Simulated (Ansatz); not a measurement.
For Cu₂As (P4/nmm), PBEsol, DFPT electron-phonon coupling, linearised Boltzmann equation (Ansatz, a program for electronic structure) gives a transport coupling λ_tr = 0.419 and a Drude plasma energy ħω_p = 5.57 eV along z (a = (3.75, 0.00, 0.00) Å; b = (0.00, 3.75, 0.00) Å; c = (0.00, 0.00, 5.83) Å).

Q: Estimate the resistivity at 300 K from the high-temperature formula ρ = 2π λ_tr k_B T / (ħ ε₀ ω_p²), and say how the full Boltzmann solution compares.

A: The scattering rate is 1/τ = 2π λ_tr k_B T/ħ = 1.03e14 s⁻¹ and ω_p = 8.46e15 s⁻¹, so ρ ≈ 16.3 μΩ·cm. The Boltzmann solution gives 15.7 μΩ·cm, 0.96 times the estimate.

A metal at this level (no band gap). Only scattering by harmonic phonons is included (no impurities, grain boundaries, electron-electron scattering or thermal expansion). Spin-orbit coupling is left out. The self-energy correction of the phonons between q points moved λ by about 3 %. The squared frequency of the phonon mode least converged on the k mesh is uncertain by about 16 %. The run warned that the eigensolver left some states short of its tolerance. Halving the electron mesh (24x24x16) moves the resistivity by up to 8 % at 300 K, the coupling by up to 1 %. Smearing 0.20 eV; phonons on a 4x4x3 q mesh, which this run doesn't test.

Formula and space group known from diffraction (Crystallography Open Database), not checked to be the room-temperature form: Cu2As (P4/nmm).
